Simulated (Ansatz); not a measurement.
Start from SrTiO3 in the cubic perovskite structure (space group Pm-3m, No. 221; a = 3.891 Å).

Now apply this change: a hydrostatic pressure of 30 GPa.

Levels (all Ansatz, an electronic-structure program, PAW): PBEsol (420 eV, no spin-orbit coupling); r2SCAN (500 eV, no spin-orbit coupling).

The geometry is relaxed with PBEsol.

| Property | Value |
|---|---|
| PBEsol lowest conduction level above the VBM at special points | Γ 2.05 eV; X 2.30 eV; M 4.56 eV; R 5.41 eV |
| PBEsol gap character | indirect, R → Γ |
| PBEsol smallest direct gap | 2.28 eV |

Question: How does going to r2SCAN change the lowest conduction level above the VBM at special points, gap character and smallest direct gap?

Answer: The lowest conduction level above the VBM at special points becomes Γ 2.55 eV; X 2.78 eV; M 4.97 eV; R 5.83 eV (PBEsol: Γ 2.05 eV; X 2.30 eV; M 4.56 eV; R 5.41 eV); the gap character remains indirect, R → Γ; the smallest direct gap rises by 0.52 eV, from 2.28 eV to 2.80 eV.

Single points use the geometry relaxed with PBEsol. Their cutoffs differ, which shifts pressures a little. Load acts through the strain it causes; cell and atoms are relaxed under it. No phonon test of stability was made. Competing high-pressure phases were not computed. The final runs are not spin-polarised. Many cubic perovskites are stable only at high temperature; tilts and polar distortions were not tested.
